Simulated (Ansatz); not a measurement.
The starting structures come from a database of crystals and need not be the phases stable at ambient conditions.

By PBEsol, the system below comes out a metal.

A figure of merit of an interconnect metal is its ballistic conductance per area.

Data:

```
Fe
1.0
    2.43416     0.00000     0.00000
    0.00000     3.84193     0.00000
    1.21708     0.00000     2.10804
Fe
2
Cartesian
  1.21708   2.88145   0.70268
  2.43416   0.96048   1.40536
```

The cell is taken as given; by PBEsol it stands under a pressure of -1.4 GPa.

The current flows along the normal of the first two printed cell vectors, the (100) plane of the conventional cell. No spin-orbit coupling; the value is a mean over 0.1 eV about the Fermi level.

Question: Give the ballistic conductance per area that PBEsol (Ansatz, a quantum-chemistry and plane-wave program) yields.

Answer: 1.6 × 10¹⁵ S/m² for both spins.
